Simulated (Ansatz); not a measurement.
Start from CsSnI3 in the cubic perovskite structure (space group Pm-3m, No. 221; a = 6.225 Å).

Level of theory: r2SCAN in Ansatz (plane waves to 500 eV, PAW, no SOC), earlier PAW set.

Before the change:

```
Property            Result
---------  ---------------
Density         4.35 g/cm³
Hole mass  0.042 mₑ (at R)
```

One thing is altered: cell and atoms relaxed at a pressure of 0.3 GPa.

### Question
Predict the new density and hole mass.

### Answer
The density grows by 0.073 g/cm³ (4.35 g/cm³ → 4.43 g/cm³); the hole mass changes from 0.042 mₑ (at R) to 0.035 mₑ (at R).

With I present, leaving out spin-orbit coupling can change the band edges. The levels and masses belong to the bands next to the band gap. Load acts through the strain it causes; cell and atoms are relaxed under it. Effective masses come from finite differences of ±0.01 Å⁻¹. No phonon test of stability was made. Many cubic perovskites are stable only at high temperature; tilts and polar distortions were not tested.

Ansatz is a first-principles code.
